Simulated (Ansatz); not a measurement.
For GaAs (model structure, started from the BN type, Pm-3n, No. 223, 12 atoms in the cell), PBEsol in Ansatz (plane waves, PAW) gives:

```
Item                                   Value
------------------------------  ------------
equilibrium lattice constant a       6.984 Å
cohesive energy                 3.37 eV/atom
band gap                             0.28 eV
```

Q: What does r²SCAN+rVV10 (Ansatz, a program for electronic structure, PAW) give for the same quantities?

A: 
- lattice constant a: 6.966 Å (shrinks by 0.3 %)
- cohesive energy: 3.25 eV/atom (falls by 0.12 eV/atom)
- band gap: 0.83 eV (rises by 0.55 eV)

Changes are worked out from the printed values.

Unless a cell is named, each level is at its own relaxed cell (PBEsol 28.38, r²SCAN+rVV10 28.16 Å³/atom).

Spin–orbit coupling is included only where a level's name says +SOC; with heavier elements it mostly lowers gaps and can invert bands. Density-functional gaps are differences of (generalised) Kohn–Sham levels.

Ansatz's density-functional and Hartree–Fock values are scalar-relativistic unless marked +SOC, with PAW data made under PBE.

A model structure was made by putting elements into a prototype or built by hand; it is no filed structure, need not be a known phase, and can be a saddle point held by its symmetry.
